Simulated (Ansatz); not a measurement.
Hypothetical P6_3/mmc SnS2, pressure series

Consider SnS$_{2}$ in the 2H-MoS2 type structure (space group P6_3/mmc, No. 194; a = 3.589 Å, c = 11.889 Å; a hypothetical phase, not in the database extracts checked; layered, stacked along the Cartesian z axis).

Cell and atoms are relaxed at each pressure.

The values are results of PBE-D3(BJ)/PAW in Ansatz (a quantum-chemistry and plane-wave program), spin-orbit coupling left out, earlier PAW set, not measurements.

Notes on the quantities. enthalpy: H = E + PV relative to the base's energy.

```tsv
variant	band gap	volume per atom	enthalpy
base	zero	22.10 Å³	–
pressure −1 GPa	0.15 eV	23.17 Å³	-0.14 eV/atom
pressure 0.9 GPa	zero	21.43 Å³	+0.12 eV/atom
pressure 2.1 GPa	zero	20.87 Å³	+0.28 eV/atom
pressure 4.5 GPa	zero	20.03 Å³	+0.59 eV/atom
pressure 9 GPa	zero	18.97 Å³	+1.13 eV/atom
pressure 15 GPa	zero	17.95 Å³	+1.82 eV/atom
pressure 22.5 GPa	zero	16.96 Å³	+2.64 eV/atom
pressure 30 GPa	zero	16.17 Å³	+3.41 eV/atom
```

Load acts through the strain it causes; cell and atoms are relaxed under it. No phonon test of stability was made. No other phases were tried under pressure. The final runs are not spin-polarised. A zero or small gap of SnS2 can be the functional's error rather than a property of the material.
